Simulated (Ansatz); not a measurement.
## ZrSi2 under a change: biaxial strain +2.31 %, plane normal [001], relaxed out of plane

Take ZrSi2 (space group Cmcm, No. 63; a = 3.689 Å, b = 14.858 Å, c = 3.667 Å) as the base. Axes: x, y, z lie along a, b, c of the conventional cell.

The change: biaxial strain +2.31 %, plane normal [001], relaxed out of plane (Cartesian); in-plane vectors clamped, the third vector and the atoms free.

All numbers come from DFT with r2SCAN, PAW potentials and a 500 eV plane-wave cutoff in Ansatz (a program for electronic structure), without spin-orbit coupling. Γ-centred 13×13×13 mesh, Fermi–Dirac width 0.05 eV.

The volume per atom increases by 0.577 Å³ to 17.32 Å³ and the shortest interatomic distance stays essentially unchanged (4.521 bohr against 4.522 bohr). The energy goes up by 14 meV/atom and the band gap is still zero. The out-of-plane strain is -1.17 % (rough) and the mean in-plane stress (compression positive) comes out as -5.4 GPa (rough).

Final structure (turned so that z lies along the plane normal):

```yaml
crystal:
  lattice:
    - [3.77388, 0.00000, 0.00000]
    - [1.88694, 7.60081, 0.00000]
    - [0.00000, 0.00000, 3.62380]
  atoms:
    - { symbol: Si, position: [0.94859, 0.10281, 0.75000] }
    - { symbol: Si, position: [0.05141, 0.89719, 0.25000] }
    - { symbol: Si, position: [0.24912, 0.50176, 0.75000] }
    - { symbol: Si, position: [0.75088, 0.49824, 0.25000] }
    - { symbol: Zr, position: [0.60674, 0.78652, 0.75000] }
    - { symbol: Zr, position: [0.39326, 0.21348, 0.25000] }
```

Without a gap, meshes like the base's 13×13×13 leave anisotropic stresses uncertain by several tenths of a GPa, and small strain energies with them. No phonon test of stability was made. The final runs are not spin-polarised.
